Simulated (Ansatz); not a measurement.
The parent structure is NaF in the rock salt structure (space group Fm-3m, No. 225).

```xyz
2
Lattice="0.0000 2.3145 2.3145 2.3145 0.0000 2.3145 2.3145 2.3145 0.0000" Properties=species:S:1:pos:R:3 pbc="T T T"
Na     0.0000     0.0000     0.0000
F      2.3145     2.3145     2.3145
```

Cartesian axes are those of the cell as printed.

Calculations: Ansatz (a program for electronic structure), PBEsol, PAW, cutoff 420 eV, no SOC.

Before the change:

```
Property                               Result
-----------------------------  --------------
Electron mass                  0.56 mₑ (at Γ)
Band gap                              6.20 eV
Shortest interatomic distance         2.315 Å
```

Modification: biaxial strain −2.00 %, plane normal [001], relaxed out of plane (Cartesian); in-plane vectors clamped, the third vector and the atoms free.

What happens to the electron mass?

The electron mass remains 0.56 mₑ (at Γ).

How does this affect the energy relative to the base?

The energy rises by 3.9 meV/atom.

What does the calculation give for the ratio −ε⊥/ε∥ after the change?

The ratio −ε⊥/ε∥ comes out as 0.46.

What happens to the band gap?

The band gap grows by 0.16 eV to 6.36 eV.

Predict the new shortest interatomic distance.

The shortest interatomic distance drops by 0.0463 Å to 2.268 Å.

Masses are band curvatures over ±0.01 Å⁻¹ around the edge. No phonon test of stability was made.
